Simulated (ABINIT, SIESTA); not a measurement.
A SIESTA input for a self-consistent single point of VH (Fm-3m, 2 atoms in the cell) (DFT, LDA PW92, numerical atomic orbitals TZP, PseudoDojo LDA standard norm-conserving potentials (rewritten from UPF to PSML)):

```
# files in the folder: V.psml H.psml (PseudoDojo LDA standard)
SystemName  VH
SystemLabel VH

NumberOfAtoms                2
NumberOfSpecies              2
%block ChemicalSpeciesLabel
  1 23 V
  2 1 H
%endblock ChemicalSpeciesLabel
LatticeConstant              2.777169 Ang
%block LatticeVectors
     0.000000000    0.707106770    0.707106770
     0.707106770    0.000000000    0.707106770
     0.707106770    0.707106770    0.000000000
%endblock LatticeVectors
AtomicCoordinatesFormat      Bohr
%block AtomicCoordinatesAndAtomicSpecies
     0.000000000    0.000000000    0.000000000  1
     3.710959126    3.710959126    3.710959126  2
%endblock AtomicCoordinatesAndAtomicSpecies

XC.functional                LDA
XC.authors                   PW92
PAO.BasisSize                TZP
PAO.EnergyShift              0.01 Ry
MeshCutoff                   400 Ry
%block kgrid.MonkhorstPack
   14   0   0  0.0
    0  14   0  0.0
    0   0  14  0.0
%endblock kgrid.MonkhorstPack
OccupationFunction           MP
OccupationMPOrder            0
ElectronicTemperature        100.0 meV

MaxSCFIterations             150
SCF.Mixer.Method             Pulay
SCF.Mixer.Weight             0.25
SCF.Mixer.History            6
SCF.DM.Tolerance             1.0E-04
Diag.ParallelOverK           true
WriteForces                  true
Charge.Mulliken              end
```

Task: Write the same calculation as an input for ABINIT.

Result: This is the input that was run; spellings and numerical settings could be chosen otherwise.

```
# VH, PseudoDojo nc-sr-04 LDA standard
pp_dirpath "./"
pseudos "V.upf, H.upf"
acell 3*1.0 Angstrom
rprim
         0.0000000000    1.9637550000    1.9637550000
         1.9637550000    0.0000000000    1.9637550000
         1.9637550000    1.9637550000    0.0000000000
natom 2
ntypat 2
znucl 23 1
typat 1 2
xred
         0.0000000000    0.0000000000    0.0000000000
         0.5000000000    0.5000000000    0.5000000000
ecut 42
ixc 7
occopt 7
tsmear 0.1 eV
nband 12
kptopt 1
ngkpt 14 14 14
nshiftk 1
shiftk 0 0 0
nstep 100
tolvrs 1.0e-12
prtwf 0
prtden 0
enunit 2
```

Basis settings and potentials, where a program has them, do not carry over. This input uses DFT, LDA (PW92), plane waves, norm-conserving pseudopotentials (PseudoDojo nc-sr-04 LDA standard). LDA parametrisations can differ slightly between programs. Both were run: pressure -13.20 GPa in SIESTA and -9.53 in ABINIT.

On SIESTA: the starting cell comes from a database of computed structures (which also holds hypothetical and non-ambient phases and stackings), without a prior relaxation at this level. Spin polarisation is off. Values carry the incompleteness of an atom-centred basis. With a pressure of about -13 GPa the cell is away from its equilibrium volume at this level.

On ABINIT: the starting cell comes from a database of computed structures (which also holds hypothetical and non-ambient phases and stackings), without a prior relaxation at this level. Spin polarisation is off. With a pressure of about -10 GPa the cell is away from its equilibrium volume at this level.
